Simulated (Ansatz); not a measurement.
# Si well of 13 atomic layers along [001] in random Si0.7Ge0.3, interfaces sharp

Prepared with LAMMPS with Tersoff's 1989 multicomponent potential (SiCGe.tersoff): minimisation. Geometry as solved with PBE, support functions at accuracy medium on the grid of 370 eV (Ansatz, a quantum-chemistry and plane-wave program).

```xyz
720
Lattice="16.67 0.00 0.00 0.00 16.67 0.00 0.00 0.00 54.97" Properties=species:S:1:pos:R:3 pbc="T T T"
Si    -0.01     0.03     0.02
Si     1.40     1.40     1.38
Si     2.78     2.77    -0.01
Si     4.17     4.17     1.35
Si     2.75     0.01     2.76
Si     4.14     1.41     4.11
Si     0.04     2.79     2.73
Si     1.41     4.16     4.11
Si     0.02    -0.02     5.54
Si     1.40     1.38     6.89
Si     2.75     2.75     5.49
Ge     4.17     4.15     6.88
Si     2.81     0.03     8.25
Si     4.17     1.39     9.65
Si     0.02     2.75     8.29
Si     1.37     4.14     9.66
Ge    -0.02     0.02    11.09
Si     1.41     1.42    12.46
Si     2.75     2.74    11.01
Ge     4.18     4.10    12.40
Si     2.77     0.00    13.82
Si     4.17     1.35    15.20
Si     0.02     2.80    13.81
Si     1.33     4.16    15.23
Si     0.01    -0.02    16.62
Si     1.37     1.36    18.00
Ge     2.77     2.77    16.59
Si     4.18     4.17    18.00
Si     2.78     0.00    19.35
Si     4.17     1.39    20.70
Si    -0.01     2.77    19.33
Si     1.38     4.15    20.69
Si     0.00     0.00    22.05
Si     1.39     1.39    23.40
Si     2.78     2.78    22.05
Si     4.17     4.17    23.40
Si     2.78     0.00    24.76
Si     4.17     1.39    26.11
Si     0.00     2.78    24.75
Si     1.39     4.17    26.11
Si     0.00     0.00    27.46
Si     1.39     1.39    28.82
Si     2.78     2.78    27.46
Si     4.17     4.17    28.81
Si     2.78     0.00    30.17
Si     4.18     1.39    31.51
Si     0.00     2.78    30.17
Si     1.39     4.17    31.52
Si    -0.01    -0.01    32.86
Si     1.39     1.38    34.18
Si     2.79     2.78    32.86
Si     4.20     4.15    34.21
Ge     2.76    -0.03    35.59
Ge     4.19     1.42    37.00
Ge     0.00     2.76    35.60
Si     1.39     4.17    37.00
Si    -0.03    -0.04    38.35
Ge     1.38     1.39    39.74
Si     2.78     2.83    38.37
Si     4.19     4.16    39.74
Si     2.84     0.00    41.10
Si     4.21     1.38    42.47
Si    -0.01     2.79    41.16
Si     1.37     4.18    42.49
Ge    -0.04     0.01    43.88
Si     1.40     1.38    45.27
Ge     2.80     2.78    43.87
Si     4.20     4.18    45.27
Si     2.79     0.01    46.59
Ge     4.16     1.40    48.02
Ge     0.00     2.79    46.66
Si     1.44     4.18    48.04
Ge     0.00     0.03    49.38
Ge     1.41     1.44    50.83
Si     2.81     2.84    49.43
Si     4.20     4.18    50.80
Si     2.81     0.02    52.20
Si     4.15     1.43    53.56
Si    -0.02     2.80    52.24
Si     1.39     4.13    53.59
Ge    -0.03     5.54    -0.02
Ge     1.43     6.95     1.40
Si     2.81     8.35    -0.01
Si     4.16     9.72     1.38
Si     2.83     5.52     2.77
Si     4.21     6.92     4.10
Si     0.02     8.33     2.79
Si     1.39     9.72     4.10
Si     0.04     5.55     5.48
Si     1.40     6.90     6.88
Ge     2.80     8.33     5.50
Si     4.18     9.77     6.88
Si     2.74     5.53     8.29
Si     4.15     6.89     9.63
Ge    -0.03     8.31     8.25
Ge     1.39     9.78     9.63
Si    -0.04     5.52    11.03
Si     1.33     6.89    12.39
Ge     2.77     8.30    11.04
Ge     4.18     9.78    12.42
Ge     2.73     5.52    13.81
Ge     4.18     6.90    15.25
Ge    -0.04     8.28    13.81
Ge     1.39     9.74    15.20
Si    -0.03     5.55    16.62
Si     1.35     6.91    18.01
Ge     2.78     8.33    16.67
Si     4.20     9.76    18.02
Si     2.77     5.55    19.35
Si     4.16     6.95    20.69
Si    -0.02     8.33    19.35
Si     1.39     9.72    20.69
Si     0.00     5.55    22.05
Si     1.39     6.94    23.40
Si     2.78     8.34    22.05
Si     4.17     9.73    23.40
Si     2.78     5.56    24.75
Si     4.17     6.95    26.10
Si     0.00     8.33    24.75
Si     1.39     9.72    26.10
Si     0.00     5.56    27.46
Si     1.39     6.95    28.81
Si     2.78     8.34    27.45
Si     4.16     9.72    28.81
Si     2.77     5.56    30.16
Si     4.16     6.95    31.52
Si     0.00     8.34    30.16
Si     1.38     9.73    31.52
Si    -0.01     5.57    32.87
Si     1.36     6.97    34.22
Si     2.77     8.34    32.87
Si     4.15     9.72    34.23
Ge     2.79     5.56    35.60
Si     4.20     6.96    36.99
Si    -0.01     8.34    35.61
Si     1.39     9.73    36.97
Si     0.00     5.57    38.30
Ge     1.43     6.94    39.68
Si     2.83     8.37    38.31
Si     4.20     9.71    39.71
Si     2.78     5.50    41.11
Ge     4.20     6.90    42.48
Ge    -0.03     8.36    41.08
Ge     1.37     9.77    42.53
Si     0.02     5.53    43.91
Si     1.37     6.89    45.32
Ge     2.77     8.31    43.94
Si     4.19     9.70    45.31
Si     2.81     5.54    46.66
Si     4.19     6.92    48.02
Si    -0.01     8.32    46.65
Si     1.36     9.68    48.02
Ge    -0.01     5.55    49.43
Si     1.36     6.96    50.85
Ge     2.78     8.31    49.43
Si     4.19     9.69    50.84
Ge     2.79     5.56    52.22
Si     4.20     6.96    53.61
Si    -0.02     8.34    52.21
Si     1.40     9.68    53.59
Ge     0.03    11.12     0.00
Si     1.42    12.53     1.42
Si     2.80    13.88     0.04
Si     4.13    15.30     1.40
Si     2.78    11.11     2.77
Si     4.13    12.47     4.17
Si     0.01    13.91     2.77
Si     1.39    15.29     4.15
Ge     0.01    11.13     5.51
Si     1.43    12.52     6.89
Si     2.78    13.90     5.52
Si     4.14    15.27     6.91
Si     2.83    11.17     8.26
Si     4.19    12.53     9.66
Ge    -0.03    13.88     8.27
Ge     1.43    15.30     9.66
Si    -0.02    11.17    11.04
Ge     1.39    12.55    12.44
Si     2.83    13.91    11.04
Si     4.14    15.31    12.42
Si     2.79    11.15    13.84
Si     4.17    12.48    15.22
Si    -0.04    13.94    13.85
Si     1.36    15.32    15.19
Ge    -0.05    11.15    16.62
Si     1.38    12.52    18.01
Ge     2.77    13.91    16.59
Si     4.18    15.31    17.99
Si     2.78    11.13    19.35
Si     4.17    12.52    20.69
Si    -0.01    13.90    19.34
Si     1.38    15.28    20.70
Si     0.00    11.11    22.04
Si     1.39    12.50    23.40
Si     2.78    13.90    22.05
Si     4.17    15.28    23.40
Si     2.78    11.11    24.75
Si     4.17    12.50    26.10
Si     0.00    13.89    24.75
Si     1.39    15.28    26.11
Si     0.00    11.11    27.45
Si     1.39    12.50    28.81
Si     2.78    13.89    27.46
Si     4.17    15.28    28.81
Si     2.78    11.11    30.16
Si     4.17    12.50    31.52
Si     0.00    13.89    30.16
Si     1.39    15.27    31.52
Si    -0.01    11.11    32.88
Si     1.38    12.50    34.23
Si     2.78    13.88    32.87
Si     4.19    15.26    34.21
Si     2.75    11.10    35.58
Ge     4.15    12.52    36.97
Si    -0.01    13.88    35.60
Si     1.34    15.26    36.99
Si    -0.01    11.13    38.32
Si     1.34    12.53    39.69
Si     2.74    13.93    38.37
Si     4.17    15.28    39.72
Ge     2.79    11.15    41.07
Si     4.16    12.54    42.48
Si    -0.04    13.87    41.08
Ge     1.40    15.26    42.45
Si    -0.04    11.17    43.89
Si     1.37    12.53    45.22
Si     2.79    13.88    43.88
Si     4.14    15.32    45.21
Ge     2.74    11.12    46.65
Si     4.12    12.52    48.07
Si    -0.01    13.90    46.58
Ge     1.42    15.26    47.98
Ge     0.01    11.08    49.46
Si     1.41    12.52    50.82
Si     2.79    13.89    49.46
Si     4.16    15.29    50.83
Ge     2.80    11.11    52.22
Si     4.18    12.51    53.63
Si     0.02    13.86    52.21
Ge     1.40    15.28    53.60
Ge     5.54     0.03     0.00
Si     6.93     1.46     1.39
Si     8.29     2.85     0.02
Si     9.69     4.20     1.38
Ge     8.30     0.05     2.80
Si     9.73     1.40     4.21
Si     5.53     2.80     2.76
Si     6.94     4.16     4.12
Ge     5.54     0.02     5.54
Si     6.97     1.41     6.92
Si     8.32     2.79     5.52
Si     9.69     4.18     6.87
Si     8.36     0.00     8.25
Si     9.72     1.33     9.66
Si     5.58     2.76     8.30
Si     6.94     4.17     9.62
Si     5.52     0.02    11.06
Si     6.90     1.38    12.43
Ge     8.33     2.75    11.04
Si     9.74     4.11    12.47
Ge     8.35    -0.01    13.78
Ge     9.77     1.41    15.23
Si     5.56     2.72    13.86
Si     6.92     4.10    15.26
Si     5.55     0.03    16.62
Si     6.95     1.39    17.98
Si     8.33     2.78    16.63
Si     9.73     4.16    17.98
Si     8.33     0.00    19.33
Si     9.72     1.38    20.69
Si     5.56     2.78    19.35
Si     6.95     4.17    20.69
Si     5.56     0.00    22.05
Si     6.95     1.39    23.40
Si     8.34     2.78    22.04
Si     9.73     4.17    23.40
Si     8.34     0.00    24.75
Si     9.73     1.39    26.10
Si     5.56     2.78    24.75
Si     6.95     4.17    26.11
Si     5.56     0.00    27.46
Si     6.95     1.39    28.81
Si     8.34     2.78    27.45
Si     9.73     4.17    28.81
Si     8.34     0.00    30.16
Si     9.73     1.39    31.52
Si     5.56     2.78    30.16
Si     6.95     4.17    31.51
Si     5.57     0.00    32.88
Si     6.96     1.39    34.24
Si     8.34     2.77    32.86
Si     9.74     4.14    34.22
Si     8.35     0.01    35.61
Si     9.73     1.40    36.98
Si     5.59     2.79    35.58
Si     6.93     4.15    37.00
Si     5.58    -0.01    38.38
Si     6.97     1.39    39.73
Si     8.32     2.77    38.35
Si     9.68     4.16    39.73
Si     8.37     0.03    41.10
Si     9.71     1.37    42.53
Si     5.58     2.77    41.10
Si     6.96     4.15    42.50
Si     5.55     0.03    43.88
Si     6.94     1.40    45.25
Si     8.33     2.76    43.87
Si     9.72     4.10    45.25
Si     8.36     0.05    46.62
Si     9.75     1.38    48.01
Si     5.56     2.78    46.61
Ge     6.92     4.18    48.03
Si     5.54     0.02    49.48
Si     6.90     1.41    50.83
Ge     8.36     2.76    49.44
Si     9.73     4.22    50.83
Ge     8.31    -0.02    52.17
Ge     9.70     1.47    53.58
Si     5.55     2.81    52.20
Si     6.92     4.19    53.58
Si     5.56     5.57     0.01
Si     6.94     6.94     1.39
Si     8.31     8.31     0.00
Si     9.69     9.72     1.33
Si     8.32     5.56     2.77
Si     9.71     6.93     4.15
Si     5.56     8.34     2.74
Si     6.94     9.70     4.14
Si     5.59     5.56     5.48
Si     6.97     6.93     6.85
Si     8.34     8.33     5.51
Si     9.75     9.71     6.87
Si     8.30     5.54     8.23
Ge     9.72     6.95     9.59
Ge     5.55     8.33     8.26
Si     6.92     9.77     9.65
Si     5.54     5.52    10.98
Ge     6.93     6.90    12.40
Ge     8.32     8.38    11.02
Ge     9.75     9.81    12.44
Ge     8.33     5.48    13.85
Ge     9.73     6.94    15.28
Ge     5.58     8.35    13.84
Ge     6.99     9.77    15.26
Si     5.59     5.51    16.64
Si     6.95     6.94    17.99
Si     8.35     8.35    16.67
Si     9.74     9.74    17.99
Si     8.35     5.56    19.34
Si     9.73     6.95    20.69
Si     5.56     8.34    19.35
Si     6.96     9.72    20.70
Si     5.56     5.56    22.04
Si     6.95     6.95    23.40
Si     8.34     8.33    22.05
Si     9.73     9.72    23.40
Si     8.34     5.56    24.75
Si     9.72     6.95    26.11
Si     5.56     8.34    24.75
Si     6.95     9.73    26.11
Si     5.56     5.56    27.46
Si     6.94     6.95    28.82
Si     8.33     8.34    27.46
Si     9.72     9.73    28.82
Si     8.34     5.56    30.16
Si     9.73     6.94    31.52
Si     5.55     8.34    30.17
Si     6.94     9.73    31.52
Si     5.56     5.56    32.86
Si     6.92     6.96    34.20
Si     8.33     8.34    32.86
Si     9.71     9.75    34.19
Ge     8.33     5.56    35.60
Si     9.71     6.97    36.99
Si     5.54     8.33    35.58
Ge     6.96     9.72    36.97
Si     5.56     5.56    38.36
Si     6.96     6.93    39.72
Si     8.36     8.31    38.37
Si     9.76     9.70    39.71
Si     8.31     5.54    41.11
Si     9.70     6.94    42.45
Si     5.58     8.32    41.07
Si     6.96     9.66    42.47
Si     5.61     5.52    43.89
Si     6.95     6.96    45.23
Si     8.35     8.32    43.85
Si     9.75     9.68    45.24
Ge     8.37     5.58    46.62
Si     9.74     6.97    48.06
Si     5.57     8.30    46.65
Si     6.95     9.64    48.04
Si     5.55     5.58    49.45
Si     6.94     6.93    50.82
Si     8.32     8.29    49.43
Si     9.69     9.66    50.79
Si     8.32     5.56    52.21
Si     9.68     6.92    53.61
Si     5.57     8.31    52.20
Si     6.91     9.67    53.61
Si     5.53    11.06    -0.02
Ge     6.93    12.44     1.38
Ge     8.34    13.86    -0.05
Ge     9.73    15.28     1.41
Si     8.34    11.05     2.77
Ge     9.72    12.49     4.16
Ge     5.52    13.90     2.80
Si     6.94    15.28     4.18
Si     5.57    11.12     5.50
Si     6.92    12.53     6.87
Si     8.32    13.92     5.55
Si     9.74    15.28     6.90
Ge     8.35    11.14     8.26
Si     9.78    12.54     9.66
Si     5.54    13.89     8.25
Ge     6.95    15.28     9.66
Si     5.59    11.17    11.01
Si     6.99    12.51    12.40
Si     8.39    13.88    11.05
Si     9.77    15.26    12.41
Si     8.35    11.20    13.84
Si     9.75    12.52    15.22
Ge     5.54    13.88    13.79
Ge     6.96    15.27    15.26
Si     5.55    11.15    16.63
Si     6.96    12.52    17.98
Si     8.38    13.87    16.63
Si     9.73    15.28    17.99
Si     8.34    11.12    19.34
Si     9.73    12.51    20.69
Si     5.56    13.91    19.34
Si     6.95    15.29    20.70
Si     5.56    11.12    22.04
Si     6.95    12.50    23.40
Si     8.34    13.89    22.05
Si     9.73    15.28    23.40
Si     8.33    11.11    24.75
Si     9.72    12.50    26.11
Si     5.56    13.89    24.75
Si     6.95    15.28    26.10
Si     5.56    11.12    27.46
Si     6.95    12.51    28.81
Si     8.34    13.89    27.46
Si     9.73    15.28    28.81
Si     8.33    11.12    30.17
Si     9.73    12.51    31.52
Si     5.56    13.89    30.17
Si     6.95    15.29    31.52
Si     5.55    11.12    32.89
Si     6.95    12.51    34.23
Si     8.34    13.90    32.88
Si     9.73    15.29    34.24
Si     8.34    11.12    35.56
Ge     9.76    12.48    36.96
Si     5.58    13.91    35.59
Si     6.94    15.32    36.96
Si     5.55    11.12    38.37
Si     6.89    12.51    39.74
Ge     8.32    13.92    38.38
Si     9.75    15.31    39.75
Ge     8.33    11.09    41.08
Ge     9.76    12.54    42.50
Si     5.53    13.89    41.10
Ge     6.95    15.30    42.48
Ge     5.54    11.07    43.84
Ge     6.96    12.52    45.24
Si     8.37    13.95    43.89
Si     9.74    15.32    45.26
Ge     8.35    11.05    46.65
Ge     9.75    12.54    48.03
Ge     5.50    13.92    46.66
Ge     6.97    15.34    48.07
Ge     5.55    11.08    49.40
Ge     6.94    12.55    50.82
Si     8.37    13.93    49.44
Si     9.77    15.27    50.79
Ge     8.34    11.06    52.23
Si     9.78    12.48    53.56
Si     5.51    13.91    52.23
Si     6.91    15.26    53.57
Ge    11.15     0.04     0.02
Si    12.56     1.40     1.41
Si    13.92     2.77     0.03
Si    15.29     4.13     1.39
Si    13.90    -0.04     2.75
Ge    15.30     1.39     4.13
Ge    11.11     2.80     2.78
Si    12.49     4.19     4.20
Si    11.12    -0.02     5.52
Si    12.52     1.34     6.87
Si    13.86     2.77     5.52
Ge    15.29     4.16     6.89
Si    13.90     0.00     8.28
Si    15.27     1.40     9.65
Ge    11.09     2.73     8.24
Ge    12.55     4.14     9.66
Si    11.13    -0.01    11.03
Si    12.49     1.39    12.40
Si    13.93     2.74    11.07
Si    15.29     4.14    12.44
Ge    13.85    -0.03    13.82
Ge    15.29     1.40    15.23
Si    11.17     2.78    13.81
Si    12.52     4.16    15.21
Si    11.13    -0.03    16.63
Si    12.51     1.38    17.97
Si    13.87     2.79    16.62
Si    15.27     4.16    17.98
Si    13.90     0.00    19.32
Si    15.28     1.38    20.69
Si    11.11     2.76    19.33
Si    12.50     4.16    20.68
Si    11.12     0.00    22.04
Si    12.50     1.39    23.40
Si    13.89     2.78    22.04
Si    15.28     4.16    23.40
Si    13.89     0.00    24.75
Si    15.28     1.39    26.11
Si    11.12     2.78    24.75
Si    12.50     4.17    26.11
Si    11.12     0.00    27.45
Si    12.50     1.39    28.81
Si    13.89     2.78    27.46
Si    15.28     4.17    28.81
Si    13.89     0.00    30.17
Si    15.28     1.39    31.52
Si    11.12     2.78    30.16
Si    12.50     4.16    31.52
Si    11.12     0.00    32.88
Si    12.51     1.38    34.24
Si    13.89     2.78    32.88
Si    15.26     4.19    34.23
Si    13.89    -0.02    35.59
Si    15.28     1.32    36.96
Si    11.11     2.76    35.59
Si    12.50     4.16    36.93
Si    11.11    -0.02    38.33
Si    12.48     1.33    39.72
Ge    13.87     2.73    38.32
Ge    15.29     4.19    39.74
Si    13.89     0.00    41.11
Si    15.24     1.42    42.48
Ge    11.10     2.75    41.11
Si    12.53     4.15    42.48
Si    11.12     0.00    43.87
Si    12.50     1.39    45.24
Si    13.88     2.79    43.88
Si    15.27     4.18    45.24
Si    13.87     0.01    46.63
Si    15.22     1.40    48.02
Si    11.11     2.75    46.62
Ge    12.50     4.17    48.03
Si    11.11     0.01    49.40
Si    12.47     1.42    50.77
Si    13.89     2.77    49.44
Si    15.26     4.14    50.83
Ge    13.89     0.07    52.20
Si    15.31     1.43    53.63
Si    11.11     2.82    52.15
Ge    12.51     4.18    53.59
Si    11.07     5.57     0.01
Si    12.49     6.94     1.34
Si    13.86     8.31    -0.04
Ge    15.25     9.69     1.41
Ge    13.90     5.56     2.77
Si    15.34     6.95     4.15
Ge    11.10     8.35     2.74
Si    12.50     9.76     4.15
Si    11.09     5.57     5.54
Si    12.48     6.94     6.91
Ge    13.89     8.33     5.52
Si    15.25     9.76     6.91
Si    13.89     5.59     8.27
Si    15.26     6.93     9.67
Si    11.14     8.36     8.24
Si    12.50     9.74     9.64
Ge    11.10     5.53    11.07
Ge    12.57     6.95    12.46
Si    13.88     8.35    10.99
Ge    15.24     9.77    12.41
Si    13.94     5.51    13.86
Si    15.25     6.91    15.25
Ge    11.16     8.39    13.88
Si    12.55     9.78    15.27
Si    11.15     5.51    16.62
Si    12.51     6.94    17.97
Si    13.88     8.33    16.60
Si    15.25     9.69    17.99
Si    13.89     5.56    19.34
Si    15.27     6.94    20.71
Si    11.12     8.33    19.33
Si    12.50     9.72    20.70
Si    11.12     5.56    22.04
Si    12.50     6.94    23.40
Si    13.89     8.34    22.05
Si    15.28     9.72    23.40
Si    13.89     5.56    24.75
Si    15.28     6.95    26.10
Si    11.11     8.33    24.76
Si    12.50     9.72    26.11
Si    11.12     5.56    27.46
Si    12.50     6.95    28.81
Si    13.89     8.33    27.46
Si    15.28     9.73    28.81
Si    13.89     5.56    30.17
Si    15.28     6.95    31.52
Si    11.12     8.34    30.17
Si    12.51     9.73    31.52
Si    11.12     5.55    32.87
Si    12.52     6.93    34.22
Si    13.90     8.34    32.88
Si    15.28     9.73    34.25
Si    13.89     5.57    35.60
Si    15.27     6.95    36.97
Ge    11.12     8.36    35.60
Si    12.54     9.74    37.00
Ge    11.12     5.55    38.36
Si    12.52     6.97    39.75
Si    13.90     8.34    38.36
Si    15.26     9.78    39.69
Si    13.85     5.56    41.12
Ge    15.27     6.92    42.52
Si    11.10     8.32    41.10
Ge    12.51     9.74    42.49
Ge    11.10     5.53    43.85
Ge    12.52     6.97    45.29
Si    13.92     8.36    43.90
Si    15.32     9.71    45.24
Si    13.94     5.56    46.65
Si    15.27     6.96    48.03
Si    11.09     8.34    46.68
Si    12.51     9.67    48.05
Si    11.10     5.58    49.43
Si    12.53     6.92    50.78
Si    13.89     8.32    49.42
Si    15.25     9.69    50.84
Si    13.91     5.57    52.16
Si    15.25     6.96    53.55
Ge    11.11     8.30    52.20
Si    12.51     9.73    53.60
Si    11.11    11.09    -0.02
Ge    12.52    12.49     1.38
Si    13.96    13.87    -0.01
Si    15.30    15.28     1.37
Si    13.90    11.12     2.81
Si    15.27    12.55     4.13
Si    11.14    13.90     2.79
Si    12.50    15.29     4.14
Si    11.14    11.11     5.55
Si    12.51    12.52     6.91
Si    13.88    13.91     5.52
Si    15.26    15.30     6.88
Si    13.88    11.13     8.29
Si    15.24    12.50     9.68
Si    11.14    13.92     8.28
Si    12.52    15.29     9.66
Si    11.17    11.17    11.02
Si    12.50    12.53    12.44
Si    13.88    13.90    11.05
Si    15.26    15.25    12.44
Si    13.86    11.17    13.84
Si    15.24    12.56    15.20
Si    11.11    13.89    13.83
Si    12.46    15.25    15.24
Si    11.12    11.13    16.60
Si    12.50    12.51    17.97
Si    13.87    13.90    16.60
Si    15.28    15.27    17.96
Si    13.88    11.11    19.33
Si    15.27    12.50    20.69
Si    11.12    13.89    19.34
Si    12.51    15.28    20.69
Si    11.11    11.11    22.05
Si    12.50    12.50    23.40
Si    13.89    13.89    22.04
Si    15.28    15.28    23.40
Si    13.89    11.11    24.75
Si    15.28    12.50    26.10
Si    11.11    13.89    24.75
Si    12.50    15.28    26.10
Si    11.11    11.11    27.46
Si    12.50    12.50    28.81
Si    13.89    13.89    27.46
Si    15.28    15.28    28.82
Si    13.89    11.11    30.16
Si    15.28    12.50    31.52
Si    11.12    13.90    30.16
Si    12.51    15.28    31.53
Si    11.12    11.13    32.87
Si    12.51    12.50    34.23
Si    13.90    13.89    32.87
Si    15.28    15.27    34.23
Si    13.90    11.13    35.61
Si    15.27    12.51    36.97
Si    11.15    13.91    35.58
Si    12.51    15.28    36.97
Si    11.16    11.09    38.38
Si    12.51    12.53    39.72
Si    13.89    13.90    38.34
Si    15.25    15.27    39.73
Si    13.90    11.16    41.08
Si    15.26    12.52    42.49
Si    11.16    13.94    41.09
Si    12.51    15.30    42.49
Si    11.12    11.12    43.91
Si    12.48    12.53    45.24
Si    13.87    13.90    43.86
Si    15.23    15.27    45.27
Ge    13.86    11.08    46.61
Ge    15.29    12.51    48.00
Si    11.13    13.94    46.61
Si    12.47    15.32    48.00
Ge    11.13    11.07    49.46
Si    12.51    12.47    50.86
Ge    13.83    13.90    49.41
Ge    15.30    15.27    50.82
Si    13.90    11.10    52.22
Si    15.29    12.49    53.56
Si    11.11    13.86    52.17
Ge    12.52    15.24    53.58
```
